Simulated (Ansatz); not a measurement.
**Effect of isotropic strain −1.64 % on NiSi**

Base system: NiSi (space group Pnma, No. 62; a = 5.1047 Å, b = 3.3601 Å, c = 5.5038 Å; non-magnetic).

Perturbation: every lattice vector is shortened by 1.64 %; the atoms relax in the strained cell.

The values are results of PBEsol (Ansatz, a quantum-chemistry and plane-wave program; PAW; 420 eV plane waves; scalar-relativistic without spin-orbit coupling), earlier PAW set, not measurements. Settings: 9×14×9 k-points, 0.05 eV Fermi–Dirac smearing.

| quantity | base | changed | shift |
|---|---|---|---|
| volume per atom | 11.80 Å³ | 11.23 Å³ | -0.57 Å³ |
| space group | Pnma (No. 62) | Pnma (No. 62) | – |
| energy relative to the base (free energy F) | 0 meV/atom | +18 meV/atom | +18 meV/atom |
| band gap | zero | zero | – |
| largest internal atomic displacement | – | 0.014 Å | – |

Final structure:

```xyz
8
Lattice="5.0210 0.0000 0.0000 0.0000 3.3050 0.0000 0.0000 0.0000 5.4136" Properties=species:S:1:pos:R:3 pbc="T T T"
Ni     2.5669     0.8263     3.7076
Ni     0.0564     0.8263     4.4128
Ni     2.4541     2.4788     1.7060
Ni     4.9646     2.4788     1.0008
Si     3.3968     0.8263     0.4768
Si     0.8863     0.8263     2.2300
Si     1.6242     2.4788     4.9368
Si     4.1347     2.4788     3.1836
```

Stability against distortions was not tested. Starting moments died away, wholly or in part, for the base; another magnetic solution may exist. The final runs are not spin-polarised.
